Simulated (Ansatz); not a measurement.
Bi₂S₃ (model structure, started from the A-La2O3 type, P-3m1, No. 164, 5 atoms in the cell) was calculated with dielectric-dependent PBEsol hybrid (PAW; Ansatz, an electronic-structure program).

Numerical settings: plane-wave cutoff 460 eV, 6×6×4 k mesh (along the axes of the cell as run), Fermi–Dirac smearing 0.01 eV, scalar-relativistic PAW data made under PBE.

Cell (relaxed with PBEsol):

```
CELL_PARAMETERS angstrom
      3.99572     0.00000     0.00000
     -1.99786     3.46040     0.00000
      0.00000     0.00000     9.55701
ATOMIC_POSITIONS crystal
  Bi 0.33333 0.66667 0.19340
  Bi 0.66667 0.33333 0.80660
  S  0.00000 0.00000 0.00000
  S  0.33333 0.66667 0.65607
  S  0.66667 0.33333 0.34393
```

Task: Predict the band gap.

Result: 
- band gap = 1.12 eV (on the SCF k mesh)

Note: the relaxation could raise the start's symmetry but not lower it, so the cell can be a saddle point; cell and atoms aren't relaxed at this level (largest force component 0.08 eV/Å, pressure -0.4 GPa).

Spin–orbit coupling is not included; with these elements it can move the gap by several tenths of an eV or more.

The computed numbers hold no vibrational or temperature effects.

The result took very roughly 10 core-minutes.

A model structure was made by putting elements into a prototype or built by hand; it is no filed structure, need not be a known phase, and can be a saddle point held by its symmetry.
